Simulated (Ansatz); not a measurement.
The parent structure is LuSb in the rock salt structure (space group Fm-3m, No. 225; a = 5.996 Å; a cell from a computed database, its experimental status unchecked).

Levels (all Ansatz, an electronic-structure program, PAW): PBEsol (420 eV, scalar-relativistic without spin-orbit coupling); PBEsol+SOC (420 eV, spin-orbit coupling included).

The geometry is relaxed with PBEsol.

```
Property          Result
---------------  -------
PBEsol pressure  0.0 GPa
```

Q: How does going to PBEsol+SOC change the pressure?

A: The pressure goes from zero to -0.3 GPa.

Single points use the geometry relaxed with PBEsol. Differences between runs with and without spin-orbit coupling are approximate. Whether these cells are dynamically stable was not tested. The runs without spin-orbit coupling are not spin-polarised.
